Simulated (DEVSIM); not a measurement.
Device: Mo/SiO2/p-Si capacitor, at 300 K.

Layer 1 from the left is SiO2, thickness (nm) 7.30. Layer 2 from the left is Si, thickness (nm) 1100, Na (cm⁻³) 2.5e17.

Metal gate on the left, work function 4.6 eV. Fixed charge at the semiconductor interface 8e11 cm⁻² (in units of +e); no interface traps.

The device is made up for the run: typed textbook-type constants, with dimensions and the other settings drawn at random. Values at 300 K.

SiO2: gap (eV) 9, affinity (eV) 0.9, permittivity 3.9. Si: gap (eV) 1.124, affinity (eV) 4.05, permittivity 11.7, Nc (cm⁻³) 2.86e19, Nv (cm⁻³) 3.1e19.

Problem. Estimate by hand the flat-band voltage, the threshold voltage, and compare with a numerical solution.

Solution. 
- Flat-band voltage: C = 0.473 μF/cm², work-function difference -0.449 V; VFB = φms − qNf/C = -0.72 V; numerical -0.72 V.
- Threshold voltage: φF = 0.438 V, depletion charge √(4εqNφF) = 2.70e-7 C/cm²; VT = VFB + 2φF + Qd/C = 0.73 V; numerical 0.73 V.

Simulated with DEVSIM: 1D Poisson equation in equilibrium, Boltzmann statistics, complete ionisation; no quantum confinement or tunnelling. Metal contacts follow the ideal Schottky-Mott rule: no Fermi-level pinning, no interface dipoles.
